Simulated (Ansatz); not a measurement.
**Sb on the Si site + Si interstitial in silicon**

The numbers are results of PBE, PAW (plane waves to 420 eV; Ansatz, an electronic-structure program), not measurements. The supercell holds 64 host sites (2×2×2 repeats of the unit cell), with a 2×2×2 shifted k-point sampling for the final energies. Sites at the start: the Si site; void 2.37 Å away. Charged cells carry a point-charge image correction with potential alignment at far atoms. Dielectric constants: PBE linear response of the host. Host gap at this level: 0.61 eV. A cell of this size leaves errors of a few tenths of an eV. PBE underestimates the host's gap, which shifts levels and can delocalise carriers. Spin–orbit coupling is left out, which matters for these heavy elements. Each state is the lowest found from its start.

Formation energies E_f are given with the Fermi level at the valence-band maximum. Chemical conditions: host crystal and elements as references (Δμ(Sb) = 0.00 eV; Sb taken from its element, since no compound that bounds it was computed at this level; only phases computed here count, gases as isolated molecules at 0 K). Reference phases: Sb: rhombohedral Sb.

```tsv
charge	moment (μB)	point group	largest move off a lattice site (Å)	image correction with alignment (eV)	E_f, host crystal and elements as references (eV)
+1	not spin-polarised	C3v	0.26	0.44	3.96
0†	quenched	–	0.27	0.00	4.62
−1†	not spin-polarised	–	0.26	-0.24	–
```

† Not settled in this cell, so no level is given: charge 0: a level filled in part, carriers not clearly localised, level within 0.1 eV of a band edge or past it; charge −1: a level filled in part, carriers not clearly localised, level within 0.1 eV of a band edge or past it.

Point groups are those of the whole cell at tolerances of 0.03 and 0.1 Å ("near" where only the looser one holds); none is given for unsettled states.

Starting moments that weren't kept: charge 0 began with 1 μB and ended with 0.0.
